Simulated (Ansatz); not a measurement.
MgO (Fm-3m), Ansatz (a quantum-chemistry and plane-wave program) with PBEsol, rigid bands: N_v = 2.92e20 cm⁻³ at 300 K and a hole conductivity mass of 2.30 mₑ.

Problem. For 1e16 holes per cm³ at 300 K, place the Fermi level, estimate the Seebeck coefficient of a parabolic band with constant τ, and give mobility and conductivity for τ = 5 fs.

Solution. The level lies k_BT ln(N_v/p) = 0.266 eV above the valence-band maximum. S ≈ +(k_B/e)[ln(N_v/p) + 5/2] = 1101 μV/K, against 1102 μV/K from the full bands (mean over directions). μ = eτ/m = 3.82 cm²/(V·s) and σ = peμ = 0.00613 S/cm. τ is assumed, not computed.

Band transport and this doping are assumed; polarons and phonon drag are left out. Spin-orbit coupling is left out.
